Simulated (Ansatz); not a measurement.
Consider CdSe in the zinc blende structure (space group F-43m, No. 216).

```xyz
2
Lattice="0.0000 3.0037 3.0037 3.0037 0.0000 3.0037 3.0037 3.0037 0.0000" Properties=species:S:1:pos:R:3 pbc="T T T"
Cd     0.0000     0.0000     0.0000
Se     1.5019     1.5019     1.5019
```

Cartesian axes are those of the cell as printed.

All numbers come from Ansatz (a quantum-chemistry and plane-wave program) LDA, spin-orbit coupling left out.

Perturbation: tensor shear ε_xy = +0.86 % (engineering shear γ = 0.0172); the atoms relax in the strained cell.

Problem. Predict the stress tensor and what it implies for the stiffness.

Solution. Stress of the strained cell less that of the base (GPa, compression positive):
```
   0.00   -0.41    0.00
  -0.41    0.00    0.00
   0.00    0.00    0.00
```

Then −Δσ/γ with γ = 2ε = 0.0172 gives relaxed-ion elastic constants: C66 ≈ 24 GPa.

No phonon test of stability was made.
